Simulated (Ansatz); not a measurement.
S on the 1x1 (110) surface of bcc Mo, one in a 1x1 cell, energies for each (7.1 Å²). Energies are against ⅛ S8(g), without zero-point or thermal terms; each row is named by its start.

All values below come from PBE (plane waves to 420 eV, PAW; Ansatz, a quantum-chemistry and plane-wave program).

Task: Which site binds most strongly?
A) hollow Mo-Mo-Mo
B) bridge Mo-Mo (span 2.7 Å)
C) bridge Mo-Mo (span 3.2 Å)
D) top Mo

Result: A, hollow Mo-Mo-Mo. Adsorption energies: hollow Mo-Mo-Mo -1.59 eV; bridge Mo-Mo (span 2.7 Å) -1.05 eV; bridge Mo-Mo (span 3.2 Å) -0.90 eV; top Mo -0.56 eV.
